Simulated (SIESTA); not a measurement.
SIESTA run on TiPt₃ (Pm-3m, 4 atoms in the cell): relaxation of cell and atoms.

Method: GGA PBE, numerical atomic orbitals DZP, PseudoDojo PBE standard norm-conserving potentials (rewritten from UPF to PSML) run with SIESTA.

```
CELL_PARAMETERS angstrom
      3.92453     0.00000     0.00000
      0.00000     3.92453     0.00000
      0.00000     0.00000     3.92453
ATOMIC_POSITIONS crystal
  Ti 0.00000 0.00000 0.00000
  Pt 0.50000 0.50000 0.00000
  Pt 0.00000 0.50000 0.50000
  Pt 0.50000 0.00000 0.50000
```

Reference input (self-consistent single point, DFT, GGA PBE, numerical atomic orbitals DZP, PseudoDojo PBE standard norm-conserving potentials (rewritten from UPF to PSML)): XC.functional = GGA; XC.authors = PBE; potentials = PseudoDojo PBE standard; PAO.BasisSize = DZP; PAO.EnergyShift = 0.01 Ry; MeshCutoff = 350 Ry; kgrid.MonkhorstPack = 6 6 6; OccupationFunction = MP; OccupationMPOrder = 0; ElectronicTemperature = 100 meV; MaxSCFIterations = 150; SCF.Mixer.Method = Pulay. This run's input differs from it in these lines:

```diff
@@ -44,2 +44,7 @@
 Diag.ParallelOverK           true
+MD.TypeOfRun                 CG
+MD.Steps                     40
+MD.MaxForceTol               0.02 eV/Ang
+MD.VariableCell              true
+MD.MaxStressTol              0.05 GPa
 WriteForces                  true
```

Log, with long lists cut:

```
        iscf     Eharris(eV)        E_KS(eV)     FreeEng(eV)     dDmax    Ef(eV) dHmax(eV)
   scf:    1   -12060.646334   -12209.052377   -12209.086141  1.248309 -0.728162 29.146790
   scf:    2   -12261.160394   -12270.131823   -12270.134026  1.158443 -0.517687 12.046245
   scf:    3   -12273.625091   -12271.976086   -12271.981131  0.089493 -0.771089  8.738122
   scf:    4   -12237.598330   -12263.366243   -12263.400742  0.458148 -2.794026 17.404951
   scf:    5   -12268.143452   -12274.586936   -12274.589982  0.295087 -2.236680  4.746534
   [... 6 lines left out ...]
   scf:   12   -12275.422857   -12275.422886   -12275.430848  0.000304 -2.315724  0.025511
   scf:   13   -12275.422671   -12275.422797   -12275.430872  0.000554 -2.315959  0.006363
   scf:   14   -12275.422844   -12275.422821   -12275.430874  0.000113 -2.315911  0.000144
   scf:   15   -12275.422817   -12275.422819   -12275.430874  0.000009 -2.315920  0.000286
SCF Convergence by DM+H criterion
max |DM_out - DM_in|         :     0.0000085602
max |H_out - H_in|      (eV) :     0.0002857518
SCF cycle converged after 15 iterations

Using DM_out to compute the final energy and forces

siesta: E_KS(eV) =           -12275.4228

siesta: E_KS - E_eggbox =    -12275.4228

siesta: Atomic forces (eV/Ang):
     1   -0.000000   -0.000000   -0.000000
     2   -0.000000   -0.000000    0.000000
     3   -0.000000    0.000000   -0.000000
     4    0.000000   -0.000000   -0.000000
   Tot   -0.000000   -0.000000   -0.000000
   Max    0.000000
   Res    0.000000    sqrt( Sum f_i^2 / 3N )
   Max    0.000000    constrained

Stress tensor Voigt[x,y,z,yz,xz,xy] (kbar):      -13.50      -13.50      -13.50        0.00        0.00       -0.00
(Free)E + p*V (eV/cell)   -12274.9215
   [... lines left out ...]
siesta: Pressure (static):         13.50080451  kBar
siesta: Pressure (total):         13.50080451  kBar
No target stress found, assuming hydrostatic MD.TargetPressure.
Target stress (kBar)
outcell: Cell volume (Ang**3)        :     60.7633
        iscf     Eharris(eV)        E_KS(eV)     FreeEng(eV)     dDmax    Ef(eV) dHmax(eV)
siesta: Pressure (static):          0.07711031  kBar
siesta: Pressure (total):          0.07711031  kBar
outcell: Cell volume (Ang**3)        :     60.7633
siesta: FreeEng =    -12275.432156
   [... lines left out ...]
              0.305   1.548   1.548   1.650   1.677   1.691   0.079   0.079

              0.070   0.030   0.066

mulliken: Qtot =       66.000

Mulliken Atomic Populations:
Atom #   charge [q] valence [e]  Species
     1    -0.010838   12.010838  Ti
     2     0.003613   17.996387  Pt
     3     0.003613   17.996387  Pt
     4     0.003613   17.996387  Pt
 Total    -0.000000
```

The run converged. 

Summary of the result:
```
Item                                                                                                      Value
------------------------------------  -------------------------------------------------------------------------
Free energy E − TS                                                                               -12275.4322 eV
Fermi level (on the code's own zero)                                                                   -2.34 eV
Pressure                                                                                               0.01 GPa
Final cell                            a = 3.931 Å, b = 3.931 Å, c = 3.931 Å, α = 90.00°, β = 90.00°, γ = 90.00°
Final volume per atom                                                                                  15.19 Å³
Relaxation steps                                                                                              5
```

The starting cell comes from a database of computed structures (which also holds hypothetical and non-ambient phases and stackings), without a prior relaxation at this level. Spin polarisation is off. Values carry the incompleteness of an atom-centred basis.

Cost on one core of a shared machine: roughly 2 min.
